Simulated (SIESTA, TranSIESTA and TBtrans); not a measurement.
**Ni point contact of 4 atoms in a row between two rods, one bond stretched by the factor 1.5**

Junction: Ni point contact of 4 atoms in a row between two rods, one bond stretched by the factor 1.5. Leads: fcc Ni rod along [100], layers of 5 and 4 atoms, a = 3.52 Å. Geometry: as built, not relaxed. Transport runs along z; the first 18 and the last 18 of the 71 atoms are the lead cells, repeated to infinity.

```xyz
71
Lattice="13.478 0.000 0.000 0.000 13.478 0.000 0.000 0.000 36.175" Properties=species:S:1:pos:R:3 pbc="F F T"
Ni     6.739     6.739     0.000
Ni     9.228     6.739     0.000
Ni     6.739     9.228     0.000
Ni     4.250     6.739     0.000
Ni     6.739     4.250     0.000
Ni     7.984     7.984     1.760
Ni     5.495     7.984     1.760
Ni     7.984     5.495     1.760
Ni     5.495     5.495     1.760
Ni     6.739     6.739     3.520
Ni     9.228     6.739     3.520
Ni     6.739     9.228     3.520
Ni     4.250     6.739     3.520
Ni     6.739     4.250     3.520
Ni     7.984     7.984     5.280
Ni     5.495     7.984     5.280
Ni     7.984     5.495     5.280
Ni     5.495     5.495     5.280
Ni     6.739     6.739     7.040
Ni     9.228     6.739     7.040
Ni     6.739     9.228     7.040
Ni     4.250     6.739     7.040
Ni     6.739     4.250     7.040
Ni     7.984     7.984     8.800
Ni     5.495     7.984     8.800
Ni     7.984     5.495     8.800
Ni     5.495     5.495     8.800
Ni     6.739     6.739    10.560
Ni     9.228     6.739    10.560
Ni     6.739     9.228    10.560
Ni     4.250     6.739    10.560
Ni     6.739     4.250    10.560
Ni     7.984     7.984    12.320
Ni     5.495     7.984    12.320
Ni     7.984     5.495    12.320
Ni     5.495     5.495    12.320
Ni     6.739     6.739    14.080
Ni     6.739     6.739    16.370
Ni     6.739     6.739    19.805
Ni     6.739     6.739    22.095
Ni     7.984     7.984    23.855
Ni     5.495     7.984    23.855
Ni     7.984     5.495    23.855
Ni     5.495     5.495    23.855
Ni     6.739     6.739    25.615
Ni     9.228     6.739    25.615
Ni     6.739     9.228    25.615
Ni     4.250     6.739    25.615
Ni     6.739     4.250    25.615
Ni     7.984     7.984    27.375
Ni     5.495     7.984    27.375
Ni     7.984     5.495    27.375
Ni     5.495     5.495    27.375
Ni     6.739     6.739    29.135
Ni     9.228     6.739    29.135
Ni     6.739     9.228    29.135
Ni     4.250     6.739    29.135
Ni     6.739     4.250    29.135
Ni     7.984     7.984    30.895
Ni     5.495     7.984    30.895
Ni     7.984     5.495    30.895
Ni     5.495     5.495    30.895
Ni     6.739     6.739    32.655
Ni     9.228     6.739    32.655
Ni     6.739     9.228    32.655
Ni     4.250     6.739    32.655
Ni     6.739     4.250    32.655
Ni     7.984     7.984    34.415
Ni     5.495     7.984    34.415
Ni     7.984     5.495    34.415
Ni     5.495     5.495    34.415
```

TranSIESTA and TBtrans, PBE, SZP numerical orbitals (energy shift 0.15 eV), PseudoDojo norm-conserving scalar-relativistic potentials, mesh cutoff 150 Ry, 300 K, spin-polarised (collinear), no spin-orbit coupling; self-consistent non-equilibrium Green functions.

```
Item                                                           Result
-------------------------------------------------------------  ------
Conductance at 300 K (G0 = 2e²/h)                                0.55
Thermopower (μV/K)                                                -11
Mean T from −0.5 to 0.5 eV                                       0.78
Spin polarisation of the conductance, (up − down)/(up + down)    0.70
```

Energies count from the leads' Fermi level. Transmissions are for each spin. The energy step is 0.02 eV; narrower resonances are cut or missed.

```
E (eV)     T up   T down  lead channels up       down
------  -------  -------  ----------------  ---------
-2.00      0.61     0.90         band edge  band edge
-1.90      0.52    0.025                 5  band edge
-1.80      0.33   1.0e-5         band edge          3
-1.70      0.71   1.7e-6         band edge          3
-1.60    0.0032   1.1e-7                 4          1
-1.50     0.012  0.00033         band edge  band edge
-1.40     0.035   9.8e-5                 4  band edge
-1.30      0.37   4.6e-6         band edge          3
-1.20   0.00094   0.0061                 5          3
-1.10     0.024    0.037         band edge  band edge
-1.00      0.59    0.021         band edge  band edge
-0.90    0.0063     0.36         band edge  band edge
-0.80      0.95     0.71                 5          6
-0.70      1.00     0.11                 5          6
-0.60      1.00    0.027         band edge  band edge
-0.50      1.00  0.00066                 4          3
-0.40      1.00   1.1e-5         band edge  band edge
-0.30      1.00     0.78                 5  band edge
-0.20      1.00     0.52                 5  band edge
-0.10      0.99    0.039                 5  band edge
0.00       0.92     0.18                 4  band edge
0.10       1.36     0.25                 3  band edge
0.20       0.91     0.57                 5  band edge
0.30       0.91     1.79                 5          7
0.40       0.90     1.04                 5          6
0.50       0.82     1.02                 5          5
0.60       0.12     1.01                 5          4
0.70     0.0035     0.94                 3  band edge
0.80     0.0044     1.21                 3          3
0.90       0.80     0.98                 5          5
1.00       0.85     0.95                 5          5
1.10       0.86     0.91                 5          5
1.20       0.86     0.87                 5          5
1.30       0.85     0.82                 5          5
1.40       0.84     0.78                 5          5
1.50       0.82     0.74                 5          5
1.60       0.81     0.71                 5          5
1.70       0.80     0.67                 5          5
1.80       0.78     0.64                 5          5
1.90       0.78     0.62                 5          5
2.00       0.74     0.60                 9          5
```

The magnetic order of the leads was set by the start, and no other order was tried; the separate lead runs end at 1.03 (left) and 1.03 (right) μB an atom. The leads' channel count changes near -0.01 eV, within the thermal window, so values at the Fermi level hang on where that band edge falls.
